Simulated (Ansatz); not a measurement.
## TlBiS2, response to strain and stress

Start from TlBiS2 (space group R-3m, No. 166).

```
TlBiS2
1.0
    2.04235     1.17915     7.23453
   -2.04235     1.17915     7.23453
    0.00000    -2.35830     7.23453
Tl Bi S
1 1 2
Direct
  0.50000   0.50000   0.50000
  0.00000   0.00000   0.00000
  0.26127   0.26127   0.26127
  0.73873   0.73873   0.73873
```

Cartesian axes are those of the cell as printed.

Strains are applied to the cell and any free atomic positions relax; under biaxial strain the out-of-plane vector relaxes too; under stress the whole cell relaxes.

Method: PBEsol in Ansatz (plane waves to 420 eV, PAW, no SOC).

Candidates:
(a) uniaxial stress, 8 GPa compression along x
(b) biaxial strain +3.87 %, plane normal [001], relaxed out of plane
(c) isotropic strain +1.00 %

Notes on the quantities. energy relative to the base: free energy F.

Order them by energy relative to the base, lowest first.

(c) isotropic strain +1.00 % (+3.4 meV/atom), (b) biaxial strain +3.87 %, plane normal [001], relaxed out of plane (+17 meV/atom), (a) uniaxial stress, 8 GPa compression along x (+79 meV/atom)

A case with no gap was solved on a k-mesh chosen for an insulator, which is coarse for it. Beyond what the load breaks, stability against distortions was not tested. All final runs are without spin polarisation.

Ansatz is an electronic-structure program.
